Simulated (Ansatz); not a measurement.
## TlBr: energy against strain

TlBr (CsCl type, Pm-3m, 28.301 Å³/atom at rest) under an equal strain ε in the (001) plane with the normal axis free, as in a coherent film. LDA in Ansatz, a plane-wave DFT program (PAW, default set), 420 eV, 9×9×9 Γ-centred mesh, Fermi-Dirac smearing 0.05 eV; ions are relaxed within the symmetry of each cell.

Here s stands for strain and y for E less E0.

```csv
strain (%),E less E0 (meV/atom)
-1.50,1.99
-1.00,0.88
-0.50,0.22
0.00,0.00
0.50,0.23
1.00,0.90
1.50,2.01
3.00,?
```

Taking a parabola for y over the 7 complete rows: Least squares gives y = 0.002 + 0.0079·s + 0.8881·s². Residuals (row less fit): 0.002, -0.002, 0.000, -0.002, 0.002, 0.002, -0.002; standard error 0.002 (degrees of freedom: 4). Twice the quadratic coefficient over the volume, 2 × 0.8881 meV × 10⁴ × 0.1602 / 28.301 Å³, is twice the biaxial elastic modulus of this plane = 101 ± 0.1 GPa.

**Question.** What does the fit predict for y at s = 3.00, and how far is the calculated value from it?

**Answer.** y = 0.002 + 0.0079 × 3.0 + 0.8881 × 3.0² = 8.019 meV/atom. The calculation gives 7.98 meV/atom, 0.039 meV/atom below the prediction (0.5 % of the range of y in the table). The row lies outside the fitted rows, so this is an extrapolation. The fitted rows scatter only by rounding.

One order more, fitted to all 13 runs of the series, follows each within 0.01, so the miss is the next term of a smooth law. The primitive cell can neither tilt nor turn polar against its symmetry, as such crystals can under strain. Rows are the converged runs of the series near zero and its far end; series whose fitted rows scatter by over a few per cent of the range, as at a crossing or softening among them, aren't shown in this form. Most that stay on the fit to the last digits aren't either.
